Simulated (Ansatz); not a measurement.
The parent structure is ZnSe in the zinc blende structure (space group F-43m, No. 216).

```
CELL_PARAMETERS angstrom
      0.00000     2.81667     2.81667
      2.81667     0.00000     2.81667
      2.81667     2.81667     0.00000
ATOMIC_POSITIONS crystal
  Zn 0.00000 0.00000 0.00000
  Se 0.25000 0.25000 0.25000
```

All numbers come from Ansatz (a first-principles code), PBEsol, PAW, cutoff 420 eV, no spin-orbit coupling.

One change was made to it. Results:

```tsv
quantity	base	after
valley order (the lowest conduction-band minima on the path, energy above the VBM, named in the base's zone)	Γ 1.24 eV; L along ⟨111⟩ 2.48 eV; X along ⟨100⟩ 2.80 eV	Γ 1.48 eV; L along ⟨111⟩ 2.58 eV; X along ⟨100⟩ 2.66 eV
volume per atom	22.35 Å³	21.04 Å³
```

### Question
Which change produced these results?
(A) pressure 4.5 GPa
(B) pressure 9 GPa
(C) pressure −2 GPa

### Answer
A, pressure 4.5 GPa. For comparison, the valley order in the other runs: pressure 9 GPa gives Γ 1.68 eV; X along ⟨100⟩ 2.53 eV; L along ⟨111⟩ 2.66 eV; pressure −2 GPa gives Γ 1.11 eV; L along ⟨111⟩ 2.42 eV.

The levels and masses belong to the bands next to the band gap. Load acts through the strain it causes; cell and atoms are relaxed under it. Stability against distortions was not tested. Tetrahedral semiconductors of this kind turn to denser phases somewhere between about 1 and 50 GPa; those were not computed, so compressed cells here can lie past the real transition.
